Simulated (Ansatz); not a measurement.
# Input and output of a self-consistent single point for HfO2 (P6_3/mmc, 6 atoms in the cell) (Ansatz)

Level of theory: PBE (plane waves, PAW; Ansatz, a first-principles code).

The input file:

Ansatz 0.2 input:
```yaml
crystal:
  lattice:
    - [2.656841, 0.000000, 0.000000]
    - [-1.328421, 2.300892, 0.000000]
    - [0.000000, 0.000000, 10.334028]
  atoms:
    - { symbol: Hf, position: [0.333333, 0.666667, 0.250000] }
    - { symbol: Hf, position: [0.666667, 0.333333, 0.750000] }
    - { symbol: O, position: [0.333333, 0.666667, 0.627500] }
    - { symbol: O, position: [0.666667, 0.333333, 0.127500] }
    - { symbol: O, position: [0.666667, 0.333333, 0.372500] }
    - { symbol: O, position: [0.333333, 0.666667, 0.872500] }
kpoints:
  mp_grid:
    grid: [7, 7, 2]
hamiltonian:
  xc: pbe
  pseudopotentials:
    kind: paw
scf:
  occupations:
    method: cold
    width: 0.272
output:
  forces: true
  eigenvalues: true
  stress: true
```

Output (repeated stretches shortened):

```
WARN the atoms were moved onto the symmetric positions of the space group found under crystal.symmetry.tolerance 1.0e-5 (fractional …
WARN basis.ecutwfc = 420 eV, the default
WARN ansatz: RAYON_NUM_THREADS=1 ignored (pool sized by the plan → 1); use --threads N
Pseudopotentials: kind: paw
Pseudopotential: Hf, paw, valence charge 26
Pseudopotential: O, paw, valence charge 6
Crystal: 6 atoms, lattice volume = 63.173 Å³
Basis set: ecut = 420 eV, 1241 PW (Γ), exchange–correlation on 36×36×144 points (8 copies of the dense FFT grid, shifted against one another)
Bands: 46, of which v1, the nominal top of the filled ones, is band 38 counted from 1 (37 counted from 0)
Symmetry: 24 space group operations
Space group: P63/mmc (ITA 194), of the structure as read, at distance tolerance 4.0e-5 Å
k-points: 16 of 98
Initial density: superposition of atomic densities (neutral atoms: chi_scale 0, normalization atom), corrected by the library's trained network
Initial wavefunctions: pseudopotential atomic-orbital guess
Eigensolver: davidson
Functional: x = pbe(κ = 0.804, μ = 0.2195149727645171), c = pbe(β = 0.06672455060314922)
SCF iter   1: F=—  HF=-33711.537193 eV  |F-HF|=—  |Δ(HF+E_count)|=         —  Δρ=1.92e-2  dr2=4.35e-1  ethr=1.77e-3  ⟨swp⟩=6.3  Hψ=2907  notcnv=0
all-band conjugate gradients solve this SCF's bands
preconditioner: auto → Resta (q_TF=auto, 2.814 Å⁻¹)
SCF iter   2: F=—  HF=-33711.473884 eV  |F-HF|=—  |Δ(HF+E_count)|=   6.33e-2  S|Δr|=   4.42e-6  Δρ=8.56e-3  dr2=3.62e-2  ethr=5.73e-4  ⟨swp⟩=2.2  Hψ=1073  notcnv=0
SCF iter   3: F=—  HF=-33711.466234 eV  |F-HF|=—  |Δ(HF+E_count)|=   7.65e-3  S|Δr|=   1.56e-6  Δρ=3.95e-3  dr2=1.72e-2  ethr=4.76e-5  ⟨swp⟩=2.2  Hψ=1176  notcnv=0
SCF iter   4: F=—  HF=-33711.463686 eV  |F-HF|=—  |Δ(HF+E_count)|=   2.55e-3  S|Δr|=   1.89e-6  Δρ=1.24e-3  dr2=1.06e-3  ethr=2.26e-5  ⟨swp⟩=2.8  Hψ=1352  notcnv=0
SCF iter   5: F=—  HF=-33711.463789 eV  |F-HF|=—  |Δ(HF+E_count)|=   1.03e-4  S|Δr|=   1.82e-8  Δρ=5.72e-4  dr2=2.25e-4  ethr=1.39e-6  ⟨swp⟩=2.6  Hψ=1374  notcnv=0
SCF iter   6: F=—  HF=-33711.463902 eV  |F-HF|=—  |Δ(HF+E_count)|=   1.13e-4  S|Δr|=   1.31e-8  Δρ=1.55e-4  dr2=1.93e-5  ethr=2.97e-7  ⟨swp⟩=2.3  Hψ=1233  notcnv=0
SCF iter   7: F=—  HF=-33711.463946 eV  |F-HF|=—  |Δ(HF+E_count)|=   4.42e-5  S|Δr|=   3.37e-8  Δρ=5.15e-5  dr2=2.14e-6  ethr=2.54e-8  ⟨swp⟩=2.8  Hψ=1422  notcnv=0
SCF iter   8: F=—  HF=-33711.463950 eV  |F-HF|=—  |Δ(HF+E_count)|=   3.33e-6  S|Δr|=   2.06e-8  Δρ=1.08e-5  dr2=6.54e-8  ethr=1.32e-10  ⟨swp⟩=14.1  Hψ=6481  notcnv=0
SCF iter   9: F=-33711.463950 eV  HF=-33711.463950 eV  |F-HF|=1.66e-8  |Δ(HF+E_count)|=   6.57e-8  S|Δr|=  3.14e-10  Δρ=3.37e-6  dr2=5.95e-9  ethr=8.60e-11  ⟨swp⟩=5.8  Hψ=3232  notcnv=0
SCF 1 converged in 9 iterations: F = -33711.463950 eV  dr2 = 5.95e-9
SCF converged after 9 iterations
Stability not checked (fill_not_monotonic)
Free energy (F): -33711.463950 eV
F+E_penalty+E_count: -33711.463955 eV  (lagrangian_ev)
Harris-Foulkes:  -33711.463950 eV  (|F-HF|=1.66e-8)
Internal energy: -33711.463950 eV  (E = F + TS)
E sigma→0 (E₀):  -33711.463950 eV
Entropy (-TS):   0.000000 eV (0.000 meV/atom)
Fermi energy:    15.924431 eV
Step filling:    the computed levels leave a gap of 1.9792 eV = 7.3 smearing widths
--- Per-component energies (eV) ---
  E_band       = 71.845443
  E_kinetic    = 1600.632110
  E_local      = -15892.401686  (includes V_loc(G=0)·N_el)
  E_nonlocal   = -2285.284766
  E_hartree    = 7452.593831
  E_xc         = -911.130045
  E_vxc        = -930.041018  (∫ρ·V_xc dr)
  E_paw        = -14502.048430  (= ΣΔE_a)
  E_vpaw       = 2673.742559  (= ΣTr[D̂ρ^β])
  E_aug_tail   = 0.009858  (compensation charges beyond the density's cutoff)
  E_ewald      = -9173.834821
  E_smearing   = 0.000000  (= −TS)
  E_closure    = -0.000000  (closes the sum)
  E_count      = -0.000005  (occupations off the electron count; not in F)
  Σ components = -33711.463950   (vs F -33711.463950, Δ=0.00e0)
--- Forces (eV/Å), atoms counted from 1 ---
  atom   1  Hf    -0.00000000    -0.00000000     0.00000000
  atom   2  Hf     0.00000000     0.00000000     0.00000000
  atom   3  O     -0.00000000     0.00000000    -0.87544462
  atom   4  O     -0.00000000     0.00000000    -0.87544462
  atom   5  O      0.00000000     0.00000000     0.87544462
  atom   6  O      0.00000000     0.00000000     0.87544462
  max |Σ_I F_I| component: 1.30e-16 eV/Å
--- Stress (GPa, compression-positive) ---
      121.103762       0.000000       0.000000
        0.000000     121.103762       0.000000
        0.000000       0.000000      15.009003
  P = ⅓ Tr σ = 85.7388 GPa (857.388 kbar)
  The stress holds the Pulay correction. Without it, at fixed plane waves, as pw.x and ABINIT print it: P = 84.9094 GPa
--- Band table (eV; the first three rows and the last of 16) ---
  k-point 0: bands = ["-45.3628", "-45.3627", "-14.8046", "-14.7985", "-12.9876", "-12.9876", "-12.9875", "-12.9875", "-3.6706", "-3.5181", "-0.8136", "-0.5759", "4.8214", "4.8370", "5.1095", "5.1095", "5.1096", "5.1096", "5.2272", "5.2508", [...]
  k-point 1: bands = ["-45.3628", "-45.3628", "-14.8015", "-14.8015", "-12.9876", "-12.9876", "-12.9876", "-12.9876", "-3.5970", "-3.5970", "-0.6927", "-0.6927", "4.8293", "4.8293", "5.1095", "5.1095", "5.1095", "5.1095", "5.2386", "5.2386", [...]
  k-point 2: bands = ["-45.2891", "-45.2891", "-14.6137", "-14.6082", "-13.7933", "-13.7929", "-13.1345", "-13.1344", "-3.1094", "-2.9577", "-1.0659", "-0.8696", "4.8716", "4.8860", "5.1216", "5.1263", "5.1407", "5.1410", "5.1953", "5.1954", [...]
  k-point 15: bands = ["-44.9241", "-44.9241", "-15.9272", "-15.9272", "-14.8706", "-14.8706", "-13.5650", "-13.5650", "-2.4092", "-2.4092", "-0.8899", "-0.8899", "4.9310", "4.9310", "5.1462", "5.1462", "5.2136", "5.2136", "5.2321", "5.2321", [...]
```

The run converged in 9 iterations.

The starting cell was generated: these elements placed on a structure prototype, without a prior relaxation; it need not be a known phase or ordering of this composition. Spin-orbit coupling is off. With a pressure of about 86 GPa the cell is away from its equilibrium volume at this level. Ansatz's pressure includes its estimate of the finite-basis (Pulay) stress. Without the estimate this run gives 84.91 GPa.
